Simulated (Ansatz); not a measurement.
Base system: AlFe in the CsCl type structure (space group Pm-3m, No. 221; ferromagnetic).

```cif
data_AlFe
_chemical_formula_sum 'Al1 Fe1'
_space_group_name_H-M_alt 'P 1'
_space_group_IT_number 1
_cell_length_a 2.87471
_cell_length_b 2.87471
_cell_length_c 2.87471
_cell_angle_alpha 90.000
_cell_angle_beta 90.000
_cell_angle_gamma 90.000
loop_
_space_group_symop_operation_xyz
  'x, y, z'
loop_
_atom_site_label
_atom_site_type_symbol
_atom_site_fract_x
_atom_site_fract_y
_atom_site_fract_z
_atom_site_occupancy
Al1 Al 0.00000 0.00000 0.00000 1
Fe1 Fe 0.50000 0.50000 0.50000 1
```

Method: PBE (Ansatz, a program for electronic structure, PAW, spin-orbit coupling left out).

Base values:

| Property | Value |
|---|---|
| Lattice parameter a | 2.875 Å |

Modification: a hydrostatic pressure of 9 GPa.

Question: What does the calculation give for the lattice parameter a after the change?

Answer: The lattice parameter a decreases by 0.044 Å (2.875 Å → 2.831 Å).

Other magnetic orders, which the real material may have, were not ruled out. Load acts through the strain it causes; cell and atoms are relaxed under it. Stability against distortions was not tested. No other phases were tried under pressure.
